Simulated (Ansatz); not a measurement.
**What electrons 2.0×10^22 cm⁻³ does to hypothetical rock salt BN**

Consider BN in the rock salt structure (space group Fm-3m, No. 225; a = 3.483 Å; a hypothetical phase, not in the database extracts checked).

One thing is altered: electron doping at 2.0×10^22 cm⁻³ (0.211 per cell), with a uniform compensating background at fixed cell and a 300 K Fermi–Dirac width.

Method: PBEsol, PAW, 420 eV (Ansatz, a quantum-chemistry and plane-wave program; no spin-orbit coupling). Γ-centred 37×37×37 mesh, Fermi–Dirac width 0.0259 eV.

- Gap between the host's bands: 1.35 eV (base 1.29 eV)
- Gap character: indirect, a point along ⟨110⟩, about 0.8 Å⁻¹ from Γ → X (base indirect, a point along ⟨110⟩, about 0.8 Å⁻¹ from Γ → X)
- Fermi level relative to the doped band's edge (positive inside the band; to 0.05 eV): +1.80 eV

Charged cell with a jellium background: band edges are those of the host's band count, energies are not comparable with the neutral cell, and many-body gap narrowing is missing. Whether these cells are dynamically stable was not tested.
